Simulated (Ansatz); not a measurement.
System: CsCl-type CoGa. Method: LDA (plane waves, PAW; Ansatz, a quantum-chemistry and plane-wave program).

Numerical settings: plane-wave cutoff 520 eV, 22×22×22 k mesh, Fermi–Dirac smearing 0.039 eV (set by the program), no spin polarisation, scalar-relativistic PAW data made under PBE.

Computed at the level's own relaxed cell.

Problem. Estimate the polycrystal shear modulus (Hill average), Poisson ratio, elastic constant C44, Young modulus, elastic constant C12 and elastic constant C11 that the calculation returns.

Solution. 
polycrystal shear modulus (Hill average): 76.5 GPa
Poisson ratio: 0.343
elastic constant C44: 128 GPa
Young modulus: 205 GPa
elastic constant C12: 195 GPa
elastic constant C11: 265 GPa

Elastic constants are with the ions relaxed.

Computing time: roughly 3 core-minutes.
